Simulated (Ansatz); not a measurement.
Start from SiC in the wurtzite structure (space group P6_3mc, No. 186; a = 3.092 Å, c = 5.074 Å).

Level of theory: PBE (Ansatz, a quantum-chemistry and plane-wave program), no spin-orbit coupling.

For the base:

The volume per atom is 10.50 Å³ and the smallest direct gap is 3.94 eV. The gap character comes out as indirect, Γ → K.

Perturbation: hydrostatic tension (pressure −2 GPa).

Task: What does the calculation give for the volume per atom, smallest direct gap and gap character after the change?

Result: The volume per atom goes up by 0.10 Å³, from 10.50 Å³ to 10.60 Å³; the smallest direct gap drops by 0.018 eV, from 3.94 eV to 3.93 eV; the gap character stays indirect, Γ → K.

Load acts through the strain it causes; cell and atoms are relaxed under it. Whether these cells are dynamically stable was not tested.
